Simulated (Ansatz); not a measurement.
K under a change: Li interstitial (started 2.75 Å from the nearest host atom)

Base system: a 12-atom supercell of K in the bcc (W type) structure (space group Im-3m, No. 229; a = 5.212 Å) at its relaxed geometry.

The change: one Li atom is added in an open site, starting 2.75 Å from the nearest host atom, atoms relaxed at fixed cell, starting from a slightly rattled geometry.

Computed with PBEsol in Ansatz (plane waves to 420 eV, PAW, without spin-orbit coupling), earlier PAW set. k-mesh 4×4×3 (Γ-centred); smearing 0.05 eV (Fermi–Dirac).

| quantity | base | changed | shift |
|---|---|---|---|
| pressure | 0.0 GPa | 0.2 GPa | +0.2 GPa |
| largest displacement of a host atom from its site in the perfect cell | – | 0.83 Å | – |
| final site of the added atom | – | 8 K at 3.42–4.25 Å | – |

Final structure:

```xyz
13
Lattice="-5.2124 5.2124 5.2124 5.2124 -5.2124 5.2124 7.8185 7.8185 -2.6062" Properties=species:S:1:pos:R:3 pbc="T T T"
K     -0.6149     0.3139     0.2082
K      2.4940    -3.3055     2.2849
K     -2.6826     3.0908     3.0761
K      0.2794    -0.0555     4.8037
K      2.4016     3.2175     2.3611
K      5.5229     4.9355    -0.0677
K      4.7429     0.0346     4.7035
K      7.9631     2.6702     2.9586
K      0.6793     5.2919     5.4646
K      2.5682     7.6188     2.1781
K      2.6774     2.3228     8.1681
K      5.2217     5.2179     5.2153
Li     2.6218    -0.0388     1.2811
```

Cost of the whole job for the changed cell (relaxation, final SCF and bands): around 22 core-minutes (rough).

In so small a cell the defect repeats every few ångströms: this is an ordered compound, not a dilute defect. The defect cell is not spin-polarised.

Ansatz is a first-principles code.
